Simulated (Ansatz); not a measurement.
## BeTe, response to strain

Consider BeTe in the zinc blende structure (space group F-43m, No. 216; a = 5.657 Å). Axes: x, y, z lie along the cube axes.

Strains are applied to the cell and any free atomic positions relax.

Level of theory: r2SCAN in Ansatz (plane waves to 500 eV, PAW, spin-orbit coupling left out).

Notes on the quantities. energy relative to the base: free energy F.

| uniaxial strain ε_zz (%) | energy relative to the base (meV/atom) |
|---|---|
| -3 | 6.6 |
| -2.5 | ? |
| -2 | 2.9 |
| -1.5 | 1.6 |
| -1 | 0.7 |
| -0.5 | 0.2 |
| 0 | 0.0 |

Q: Fit ΔE = Aε² + Bε³ (ε in %) to the rows shown and predict the withheld row.

A: Least squares on the printed values gives A = 0.699 and B = -0.011 meV/atom (largest residual 0.0 meV/atom); this predicts 4.5 meV/atom, and the run gives 4.6 meV/atom, in agreement.

Whether these cells are dynamically stable was not tested.

Ansatz is an electronic-structure program.
